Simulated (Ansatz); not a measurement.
# Ga2O3 with two functionals, pressure −2 GPa

The reference is Ga$_{2}$O$_{3}$ in the corundum structure (space group R-3c, No. 167; a = 5.058 Å, c = 13.624 Å (hexagonal axes)).

(Cell as relaxed with PBE.)

Levels (all Ansatz, a quantum-chemistry and plane-wave program, PAW, earlier PAW set): PBE (420 eV, scalar-relativistic without spin-orbit coupling); r2SCAN (500 eV, without spin-orbit coupling).

Each level relaxes its own structure.

| base | PBE | r2SCAN |
|---|---|---|
| volume per atom | 10.06 Å³ | 9.64 Å³ |
| lattice parameter a | 5.058 Å | 4.985 Å |
| band gap | 2.41 eV | 3.57 eV |

One thing is altered: a negative pressure, −2 GPa.

| quantity | PBE | r2SCAN |
|---|---|---|
| shift of the gap caused by the change | -0.10 eV | -0.10 eV |
| band gap | 2.30 eV | 3.47 eV |
| electron mass | 0.20 mₑ (at Γ) | 0.25 mₑ (at Γ) |

PBE's band gap lies 1.17 eV below r2SCAN's; the two agree on the shift of the gap caused by the change. Neither level is exact; r2SCAN is the comparison here, not a measurement.

Load acts through the strain it causes; cell and atoms are relaxed under it. Effective masses come from finite differences of ±0.01 Å⁻¹. Whether these cells are dynamically stable was not tested.
